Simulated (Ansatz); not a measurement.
**CoGe (P2₁3, No. 198, 8 atoms in the cell; start mp-10692)**

Calculation: r²SCAN (PAW; Ansatz, a quantum-chemistry and plane-wave program).

Numerical settings: plane-wave cutoff 560 eV, 12×12×12 k mesh, Fermi–Dirac smearing 0.05 eV, no spin polarisation, scalar-relativistic PAW data made under PBE.

Cell (relaxed at this level):

CoGe has the cubic space group P2₁3 (No. 198), Pearson symbol cP8. Conventional cell: a = 4.5802 Å, b = 4.5802 Å, c = 4.5802 Å, α = 90.00°, β = 90.00°, γ = 90.00°. Co on 4a sees 4 Ge at 2.354–2.373 Å and 3 Ge at 2.577 Å. Ge on 4a has 4 Co at 2.354–2.373 Å and 3 Co at 2.577 Å and 6 Ge at 2.842 Å. (Neighbours: up to the widest gap in distance over summed covalent radii, below 1.35, at either atom; cation-cation and far metal-metal contacts left out.)

| Property | Result |
|---|---|
| bulk modulus B0 | 172 GPa |

Note: the run has no spin polarisation, so it can have missed a magnetic state; the bulk modulus is −V dP/dV from two relaxed cells at ±2 % in volume; the relaxation could not lower the start's symmetry, so the cell can be a saddle point above a distorted one.

Computed values are for the static lattice.

The result took roughly 14 core-minutes.

A start named mp-… is a Materials Project structure, which need not be a measured phase.
